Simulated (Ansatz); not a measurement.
Amorphous In9Ga9Zn9O38Ti

A CHGNet melt-quench gave the starting glass, which DFT then relaxed. O atoms were pushed apart under 1.9 Å during the dynamics, to hinder bonds among them. The hot cell started wider than the set density and was brought back towards it in steps. It is the lowest in DFT energy of 2 quenches. It is a model cell: composition and starting density were chosen by hand, and all elements were melted together. No dispersion term was used.

Methods: PBE, scalar-relativistic without spin-orbit coupling (Ansatz, a quantum-chemistry and plane-wave program); r2SCAN, scalar-relativistic without spin-orbit coupling (Ansatz); HSE06, scalar-relativistic without spin-orbit coupling (Ansatz). Geometry, pressure, stress and energy are those of the PBE run. Its sampling: a 2×2×2 Γ-centred mesh; Fermi-Dirac width 0.02 eV; no spin polarisation. Other functionals are single points at the zone centre (r2SCAN at 500 eV; exact exchange cut at the cell's faces), free to take moments where seeds were set. At PBE the levels at the filled edge of the gap are localised (band-tail or defect states).

* **Number of atoms in the cell**: 66
* **Density (held, not predicted)**: 5.79 g/cm^3
* **Volume per atom**: 12.63 Å³
* **Pressure on a 2×2×2 Γ-centred mesh**: 1.41 GPa
* **Largest force and stress component on that mesh (the relaxation ran on the zone centre alone)**: 0.09 eV/Å and 1.4 GPa
* **Level gap on a 2×2×2 Γ-centred mesh (PBE)**: 1.04 eV
* **Level gap at the zone centre (PBE)**: 1.07 eV
* **Level gap at the zone centre (r2SCAN)**: 1.55 eV
* **Level gap at the zone centre (HSE06)**: 2.59 eV

Cut-offs for bonds: In-In 3.12 Å, In-Ga 2.90 Å, In-Zn 2.90 Å, In-O 2.62 Å, In-Ti 3.12 Å, Ga-Ga 2.68 Å, Ga-Zn 2.68 Å, Ga-O 2.36 Å, Ga-Ti 2.90 Å, Zn-Zn 2.68 Å, Zn-O 2.44 Å, Zn-Ti 2.90 Å, O-O 1.58 Å, O-Ti 2.49 Å, Ti-Ti 3.12 Å. Two cations that share two anions don't count as bonded, nor two that share one unless they lie closer than In-In 3.04 Å, In-Ga 2.82 Å, In-Zn 2.82 Å, In-Ti 3.04 Å, Ga-Ga 2.61 Å, Ga-Zn 2.61 Å, Ga-Ti 2.82 Å, Zn-Zn 2.61 Å, Zn-Ti 2.82 Å, Ti-Ti 3.04 Å.

The mean coordination of In by anions is 5.33 (1 with 4, 5 with 5, 2 with 6, 1 with 7) and the mean coordination of Ga by anions comes out as 4.67 (4 with 4, 4 with 5, 1 with 6). The mean coordination of Zn by anions comes out as 4.44 (5 with 4, 4 with 5) and the mean coordination of O is 3.58 (16 with 3, 22 with 4). The mean coordination of Ti by anions comes out as 6.00 (1 with 6) and the mean In-O bond is 2.198 Å (spread 0.098 Å, 48 counted). The mean Ga-O bond is 1.937 Å (spread 0.088 Å, 42 counted).

Its density started from a set value of 5.79 g/cm³. The quench (nominally 260 K/ps over its main leg) was far faster than any real one, so the model tends to hold more defects than a real film. A cell of this size samples the disorder only roughly. The volume was held where the preparation left it and the shape relaxed, at a PBE pressure of 1.4 GPa. Stress components on the final sampling reach 1.4 GPa.
